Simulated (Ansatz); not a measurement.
Data:

End structure of a constructed model of the (100) surface of rock-salt TaC, a layer of Ta, one atom over each C (bottom of the slab: a bare face, its two planes held):

```xyz
13
Lattice="3.1647 0.0000 0.0000 0.0000 3.1647 0.0000 0.0000 0.0000 30.0000" Properties=species:S:1:pos:R:3 pbc="T T T"
C      0.0000     0.0000     8.0469
Ta     1.5824     1.5824     8.0469
C      1.5824     1.5824    10.2847
Ta     0.0000     0.0000    10.2847
C      0.0000     0.0000    12.5193
Ta     1.5824     1.5824    12.5001
C      1.5824     1.5824    14.7331
Ta     0.0000     0.0000    14.7445
C      0.0000     0.0000    16.9710
Ta     1.5824     1.5824    16.9944
C      1.5824     1.5824    19.2272
Ta     0.0000     0.0000    19.1294
Ta     1.5824     1.5824    21.2874
```

Slab: 13 atoms, 13.9 Å thick at the start; k 12x12x1, smearing 0.1 eV, dipole-corrected; 4 atoms held, the rest relaxed; start symmetry kept, larger cells not searched; no spin, no spin-orbit, no U. It is one candidate, not shown to be the stable structure of the face.

**Question.** Predict the work function of the top face from PBE run with Ansatz (a program for electronic structure).

**Answer.** 4.26 eV
